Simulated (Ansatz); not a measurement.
We consider WSi₂ (P6₂22, No. 180, 9 atoms in the cell; start mp-8939; a measured phase of this formula has another space group), described by r²SCAN in Ansatz (PAW).

Run with plane-wave cutoff 500 eV, 12×12×6 k mesh (along the axes of the cell as run), Fermi–Dirac smearing 0.05 eV, no spin polarisation, scalar-relativistic PAW data made under PBE.

Cell (relaxed at this level):

```cif
data_Si6W3
_chemical_formula_sum 'Si6 W3'
_space_group_name_H-M_alt 'P 1'
_space_group_IT_number 1
_cell_length_a 4.57977
_cell_length_b 4.57977
_cell_length_c 6.60893
_cell_angle_alpha 90.000
_cell_angle_beta 90.000
_cell_angle_gamma 120.000
loop_
_space_group_symop_operation_xyz
  'x, y, z'
loop_
_atom_site_label
_atom_site_type_symbol
_atom_site_fract_x
_atom_site_fract_y
_atom_site_fract_z
_atom_site_occupancy
Si1 Si 0.83641 0.67281 0.50000 1
Si2 Si 0.16359 0.83641 0.83333 1
Si3 Si 0.32719 0.16359 0.16667 1
Si4 Si 0.16359 0.32719 0.50000 1
Si5 Si 0.83641 0.16359 0.83333 1
Si6 Si 0.67281 0.83641 0.16667 1
W1 W 0.00000 0.50000 0.16667 1
W2 W 0.50000 0.00000 0.50000 1
W3 W 0.50000 0.50000 0.83333 1
```

Predict the band gap.


* **band gap**: 0.12 eV (under three smearing widths, so not firm)

Note: the relaxation could not lower the start's symmetry, so the cell can be a saddle point above a distorted one.

Spin–orbit coupling is not included.

A start named mp-… is a Materials Project structure, which need not be a measured phase.

Ansatz is a first-principles code.
